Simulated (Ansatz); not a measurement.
CdSe under load (space group F-43m), r2SCAN with spin-orbit coupling, rigid bands (Ansatz, a first-principles code). Condition of this run: hydrostatic pressure -2 GPa (the target of the relaxation). Band gap 0.83 eV, N_c = 7.02e17 cm⁻³ and N_v = 3.33e19 cm⁻³ at 300 K, conductivity masses of 0.0983 mₑ (electrons) and 0.842 mₑ (holes). Take k_BT = 0.02585 eV.

What thermal injection velocity √(2k_BT/πm) limits a ballistic channel?

1.72e7 cm/s for electrons and 5.86e6 cm/s for holes, a ratio of √(m_h/m_e) = 2.93, for dilute carriers.

Find the intrinsic carrier density and the intrinsic Fermi level.

n_i = √(N_c N_v) exp(−E_g/2k_BT) = 4.83e18 × exp(−16.05) = 5.2e11 cm⁻³. The level lies (k_BT/2) ln(N_v/N_c) = 50 meV from mid-gap (positive towards the conduction band). Each 0.1 eV added to the gap lowers n_i by a factor of 6.9.

What built-in voltage has an abrupt junction with N_A = 1e17 and N_D = 1e17 cm⁻³, all dopants ionised?

V_bi = E_g/e − (k_BT/e) ln(N_c N_v/(N_A N_D)) = 0.83 − 0.02585 × 7.76 = 0.63 V, for the computed gap.

Rigid bands with the computed gap; masses take one relaxation time for all states.
